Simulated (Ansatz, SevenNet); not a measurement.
For stishovite (SiO2), the machine-learned potential SevenNet-l3i5 (trained on PBE and PBE+U data) gives:

| Property | Value |
|---|---|
| equilibrium lattice constant a | 4.233 Å |
| lattice parameter c | 2.693 Å |
| elastic constant C11 | 397 GPa |
| elastic constant C44 | 191 GPa |
| polycrystal shear modulus | 178 GPa |

Task: What does HSE06 in Ansatz (PAW) give for the same quantities?

Result: 
- lattice constant a: 4.180 Å (drops by 1.3 %)
- lattice parameter c: 2.662 Å (decreases by 1.2 %)
- elastic constant C11: 455 GPa (increases by 15 %)
- elastic constant C44: 257 GPa (rises by 35 %)
- Voigt–Reuss–Hill shear modulus: 228 GPa (rises by 28 %)

For comparison: lattice constant a 4.179 Å (measured, room temperature, no zero-point or thermal correction; as tabulated in Hiroi (2015), arXiv:1503.02262); lattice parameter c 2.665 Å (measured, room temperature, not corrected to a static lattice; as tabulated in Hiroi (2015), arXiv:1503.02262); elastic constant C11 462 GPa (measured, temperature not stated, no zero-point or thermal correction; as tabulated in Lakshtanov, Sinogeikin, Hellwig, Katsura, Bass et al., AGU Fall Meeting 2007 …); elastic constant C44 258 GPa (measured, temperature not stated, not corrected to a static lattice; as tabulated in Lakshtanov, Sinogeikin, Hellwig, Katsura, Bass et al., AGU Fall Meeting 2007 …).

Changes are worked out from the printed values.

Unless a cell is named, each level is at its own relaxed cell (SevenNet-l3i5 8.04, HSE06 7.75 Å³/atom).

Ansatz's density-functional and Hartree–Fock values are scalar-relativistic unless marked +SOC, with PAW data made under PBE.

Ansatz is a first-principles code.
